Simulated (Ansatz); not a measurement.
```yaml
crystal:
  lattice:
    - [3.45231, 1.99319, 3.16931]
    - [-3.45231, 1.99319, 3.16931]
    - [0.00000, -3.98638, 3.16931]
  atoms:
    - { symbol: Tl, position: [0.05598, 0.05598, 0.05598] }
    - { symbol: Si, position: [0.50381, 0.50381, 0.50381] }
    - { symbol: Cl, position: [0.47275, 0.47275, 0.95069] }
    - { symbol: Cl, position: [0.95069, 0.47275, 0.47275] }
    - { symbol: Cl, position: [0.47275, 0.95069, 0.47275] }
```

Relaxed-ion tensors in this frame from LDA density-functional theory in Ansatz (plane waves, PAW). Proper piezoelectric stress tensor e (C/m²):

```
 0.00   0.00   0.00   0.00   1.16  -0.38
-0.38   0.38   0.00   1.16   0.00   0.00
 0.76   0.76   1.05   0.00   0.00   0.00
```

Stiffness C (GPa):

```
30.5   9.6   9.7   8.4   0.0   0.0
 9.6  30.5   9.7  -8.4   0.0   0.0
 9.7   9.7  11.1   0.0   0.0   0.0
 8.4  -8.4   0.0  13.0   0.0   0.0
 0.0   0.0   0.0   0.0  13.0   8.4
 0.0   0.0   0.0   0.0   8.4  10.5
```

The cell was generated from a structure type, relaxed within its symmetry, and need not be the phase found at ambient conditions. Spin-orbit coupling is not included. Tl is the large-site (A) cation and Si the one bonded closest to the anions (B).

Task: Obtain the piezoelectric strain tensor d.

Result: d = e S with S = C⁻¹, in pC/N:

```
 0.0   0.0   0.0   0.0   233  -223
-112   112   0.0   235   0.0   0.0
-6.8  -6.8   106   0.0   0.0   0.0
```
At this level the polar cell without biaxial strain is unstable to a cell-doubling distortion (lowest mode away from Γ 27i cm⁻¹ on a 2×2×2 mesh), so it is not the ground state.

The PAW data sets were generated under PBE and serve the other functionals too.

Ansatz is a first-principles code.
